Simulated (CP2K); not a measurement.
## Input and output of a self-consistent single point for ZrOs3 (Pm-3m, 4 atoms in the cell) (CP2K)

Computed with LDA (Pade form), GPW, DZVP-MOLOPT-SR-GTH basis, GTH-PADE potentials (GTH_POTENTIALS) (CP2K).

Input:

```
&GLOBAL
  PROJECT run
  RUN_TYPE ENERGY_FORCE
  PRINT_LEVEL MEDIUM
&END GLOBAL
&FORCE_EVAL
  METHOD Quickstep
  STRESS_TENSOR ANALYTICAL
  &DFT
    BASIS_SET_FILE_NAME BASIS_MOLOPT
    POTENTIAL_FILE_NAME GTH_POTENTIALS
    &QS
      METHOD GPW
      EPS_DEFAULT 1E-10
    &END QS
    &MGRID
      CUTOFF 500
      REL_CUTOFF 40
      NGRIDS 5
    &END MGRID
    &SCF
      SCF_GUESS ATOMIC
      EPS_SCF 1E-7
      MAX_SCF 100
      ADDED_MOS 11
      &DIAGONALIZATION
        ALGORITHM STANDARD
      &END DIAGONALIZATION
      &MIXING
        METHOD BROYDEN_MIXING
        ALPHA 0.2
        NBUFFER 12
        BETA 1
      &END MIXING
      &SMEAR ON
        METHOD MARZARI_VANDERBILT
        SIGMA [eV] 0.136
      &END SMEAR
    &END SCF
    &KPOINTS
      SCHEME MONKHORST-PACK 6 6 6
      GAMMA_CENTERED T
    &END KPOINTS
    &XC
      &XC_FUNCTIONAL PADE
      &END XC_FUNCTIONAL
    &END XC
    &PRINT
      &MO
        EIGENVALUES T
        OCCUPATION_NUMBERS T
        NDIGITS 8
        FILENAME mo
        &EACH
          QS_SCF 0
        &END EACH
        ADD_LAST NUMERIC
      &END MO
      &MULLIKEN ON
      &END MULLIKEN
    &END PRINT
  &END DFT
  &SUBSYS
    &CELL
      ABC 4.08291600 4.08291600 4.08291600
      ALPHA_BETA_GAMMA 90.00000000 90.00000000 90.00000000
      PERIODIC XYZ
    &END CELL
    &COORD
      Zr       0.00000000     0.00000000     0.00000000
      Os       2.04145800     2.04145800     0.00000000
      Os       0.00000000     2.04145800     2.04145800
      Os       2.04145800     0.00000000     2.04145800
    &END COORD
    &KIND Zr
      BASIS_SET DZVP-MOLOPT-SR-GTH-q12
      POTENTIAL GTH-PADE-q12
    &END KIND
    &KIND Os
      BASIS_SET DZVP-MOLOPT-SR-GTH-q16
      POTENTIAL GTH-PADE-q16
    &END KIND
  &END SUBSYS
  &PRINT
    &FORCES ON
    &END FORCES
    &STRESS_TENSOR ON
    &END STRESS_TENSOR
  &END PRINT
&END FORCE_EVAL
```

Log, with long lists cut:

```
 GLOBAL| Method name                                                        CP2K
 GLOBAL| Project name                                                        run
 GLOBAL| Run type                                                   ENERGY_FORCE

 CELL| Volume [angstrom^3]:                                            68.063039
 CELL| Vector a [angstrom]:       4.083     0.000     0.000   |a| =     4.082916
 CELL| Vector b [angstrom]:       0.000     4.083     0.000   |b| =     4.082916
 CELL| Vector c [angstrom]:       0.000     0.000     4.083   |c| =     4.082916
 CELL| Angle (b,c), alpha [degree]:                                    90.000000
 CELL| Angle (a,c), beta  [degree]:                                    90.000000
 CELL| Angle (a,b), gamma [degree]:                                    90.000000
 CELL| Numerically orthorhombic:                                             YES
 CELL| Periodicity                                                           XYZ

 DFT| Spin restricted Kohn-Sham (RKS) calculation                            RKS
 DFT| Multiplicity                                                             1
 DFT| Number of spin states                                                    1
 DFT| Charge                                                                   0
 DFT| XC density smoothing                                                  NONE
 DFT| XC derivatives                                                          PW

 QS| Method:                                                                 GPW
 QS| Density plane wave grid type                        NON-SPHERICAL FULLSPACE
 QS| Number of grid levels:                                                    5
 QS| Density cutoff [a.u.]:                                                250.0
 QS| Multi grid cutoff [a.u.]: 1) grid level                               250.0
   [... lines left out ...]
 BRILLOUIN| Wavefunction type                                            COMPLEX
 BRILLOUIN| List of Kpoints [2 Pi/Bohr]                                      112
 BRILLOUIN| Number           Weight            X              Y              Z
 BRILLOUIN|     1           0.00926       -0.33333       -0.33333       -0.33333
 BRILLOUIN|     2           0.00926       -0.33333       -0.33333       -0.16667
 BRILLOUIN|     3           0.00926       -0.33333       -0.33333        0.00000
   [... 109 lines left out ...]
 *******************************************************************************

 Extrapolation method: initial_guess

 Re-scaling the density matrix to get the right number of electrons
                  # Electrons              Trace(P)               Scaling factor
                           60                60.000                        1.000

 Number of electrons:                                                         60
 Number of occupied orbitals:                                                 30
 Number of molecular orbitals:                                                41

 Number of orbital functions:                                                104
 Number of independent orbital functions:                                    104
 SCF WAVEFUNCTION OPTIMIZATION

  Step     Update method      Time    Convergence         Total energy    Change
     1 NoMix/Diag. 0.20E+00      -     1.39799374      -323.7996001537 -3.24E+02
     2 Broy./Diag. 0.20E+00      -     0.04199591      -324.2770897209 -4.77E-01
     3 Broy./Diag. 0.20E+00      -     0.08528234      -323.4641832776  8.13E-01
     4 Broy./Diag. 0.20E+00      -     0.04364572      -322.6721632094  7.92E-01
     5 Broy./Diag. 0.20E+00      -     0.02351007      -322.7921258785 -1.20E-01
     6 Broy./Diag. 0.20E+00      -     0.00910036      -322.5979818779  1.94E-01
     7 Broy./Diag. 0.20E+00      -     0.00392023      -322.6674377728 -6.95E-02
   [... 4 lines left out ...]
    12 Broy./Diag. 0.20E+00      -     0.00000469      -322.6346365538  1.03E-03
    13 Broy./Diag. 0.20E+00      -     0.00000277      -322.6347497621 -1.13E-04
    14 Broy./Diag. 0.20E+00      -     0.00000023      -322.6347872037 -3.74E-05
    15 Broy./Diag. 0.20E+00      -     0.00000014      -322.6347895330 -2.33E-06
    16 Broy./Diag. 0.20E+00      -     0.00000001      -322.6347878162  1.72E-06
  *** SCF run converged in    16 steps ***

  Electronic density on regular grids:        -59.9999999994        0.0000000006
  Core density on regular grids:               59.9999999955       -0.0000000045
  Total charge density on r-space grids:       -0.0000000038
  Total charge density g-space grids:          -0.0000000038

  Overlap energy of the core charge distribution:               0.00000000006950
  Self energy of the core charge distribution:               -503.06135043669002
  Core Hamiltonian energy:                                    111.55135787103968
  Hartree energy:                                             103.04611650526341
  Exchange-correlation energy:                                -34.17050036745506
  Smearing free energy correction:                             -0.00041138839479
  Fermi energy:                                                 0.52799961188166

  Total energy:                                              -322.63478781621751

                     Mulliken Population Analysis

 #  Atom  Element  Kind  Atomic population                           Net charge
       1     Zr       1         12.197613                             -0.197613
       2     Os       2         15.934129                              0.065871
       3     Os       2         15.934129                              0.065871
       4     Os       2         15.934129                              0.065871
 # Total charge                             60.000000                  0.000000

 ENERGY| Total FORCE_EVAL ( QS ) energy [hartree]           -322.634787902394862

 FORCES| Atomic forces [hartree/bohr]
 FORCES|   Atom     x               y               z               |f|
 FORCES|      1  7.94430053E-11  7.94387328E-11  7.94412579E-11   1.37595846E-10
 FORCES|      2  3.81485133E-10  3.81481225E-10  3.66562209E-10   6.52247411E-10
 FORCES|      3  3.66547736E-10  3.81486606E-10  3.81505771E-10   6.52254495E-10
 FORCES|      4  3.81484823E-10  3.66552749E-10  3.81495981E-10   6.52250544E-10
 FORCES| Sum     1.20896070E-09  1.20895931E-09  1.20900522E-09
 FORCES| Total atomic force                                       2.09400626E-09

 STRESS| Analytical stress tensor [bar]
 STRESS|                        x                   y                   z
 STRESS|      x       -4.23162848737E+05   4.13003311225E-04   4.13000239670E-04
 STRESS|      y        4.13003311225E-04  -4.23163071114E+05   4.13005328431E-04
 STRESS|      z        4.13000239670E-04   4.13005328431E-04  -4.23161874028E+05
 STRESS| 1/3 Trace                                            -4.23162597960E+05
```

The run converged in 16 iterations.

The starting cell comes from a database of computed structures (which also holds hypothetical and non-ambient phases and stackings), without a prior relaxation at this level. Its lattice was rescaled by a random factor within 2.5 % of one. Spin polarisation is off. Values carry the incompleteness of an atom-centred basis. With a pressure of about -42 GPa the cell is away from its equilibrium volume at this level.

Cost on one core of a shared machine: roughly 2 min.
